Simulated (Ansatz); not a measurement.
The reference is MgO in the rock salt structure (space group Fm-3m, No. 225; a = 4.204 Å).

All numbers come from r2SCAN (Ansatz, a quantum-chemistry and plane-wave program, PAW, no spin-orbit coupling).

One change was made to it. Results:

```
quantity                              base        after
-----------------------------  -----------  -----------
shortest interatomic distance      2.102 Å      2.098 Å
gap character                  direct at Γ  direct at Γ
density                         3.60 g/cm³   3.62 g/cm³
```

**Question.** Which of these changes matches the shifts?
(A) pressure 0.9 GPa
(B) pressure 4.5 GPa
(C) pressure 30 GPa
(D) pressure 22.5 GPa

**Answer.** A, pressure 0.9 GPa. For comparison, the shortest interatomic distance in the other runs: pressure 22.5 GPa gives 2.028 Å; pressure 30 GPa gives 2.009 Å; pressure 4.5 GPa gives 2.084 Å.

Load acts through the strain it causes; cell and atoms are relaxed under it. Whether these cells are dynamically stable was not tested. Competing high-pressure phases were not computed.
